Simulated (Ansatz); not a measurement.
## Effect of isotropic strain +2.00 % on ZnS

Take ZnS in the zinc blende structure (space group F-43m, No. 216; a = 5.443 Å) as the base.

It is then changed as follows: every lattice vector is stretched by 2.00 %; the atoms relax in the strained cell.

Level of theory: Ansatz (a quantum-chemistry and plane-wave program) PBE, no spin-orbit coupling. k-mesh 10×10×10 (Γ-centred); smearing 0.05 eV (Fermi–Dirac).

| quantity | base | changed | shift |
|---|---|---|---|
| volume per atom | 20.16 Å³ | 21.40 Å³ | +1.234 Å³ |
| space group | F-43m (No. 216) | F-43m (No. 216) | – |
| shortest interatomic distance | 2.357 Å | 2.404 Å | +0.047 Å |
| energy relative to the base (free energy F) | 0 meV/atom | +15 meV/atom | +15 meV/atom |
| pressure | 0.01 GPa | -3.61 GPa | -3.62 GPa |
| band gap | 2.02 eV | 1.76 eV | -0.250 eV |
| gap character | direct at Γ | direct at Γ | – |
| mean gap deformation potential ΔEg/Δln V | – | -4.2 eV | – |
| width of the top valence band | 2.63 eV | 2.38 eV | -0.25 eV |
| electron mass | 0.17 mₑ (at Γ) | 0.16 mₑ (at Γ) | – |
| hole mass (degenerate bands, along [100]) | 0.18, 0.72, 0.72 mₑ (at Γ) | 0.17, 0.78, 0.78 mₑ (at Γ) | – |
| valley order (the lowest conduction-band minima on the path, energy above the VBM, named in the base's zone) | Γ 2.02 eV; L along ⟨111⟩ 3.26 eV; X along ⟨100⟩ 3.45 eV | Γ 1.76 eV; L along ⟨111⟩ 3.14 eV; X along ⟨100⟩ 3.58 eV | – |

Cost of the whole job for the changed cell (relaxation, final SCF and bands): roughly 7 core-seconds.

Masses are band curvatures over ±0.01 Å⁻¹ around the edge. No phonon test of stability was made.
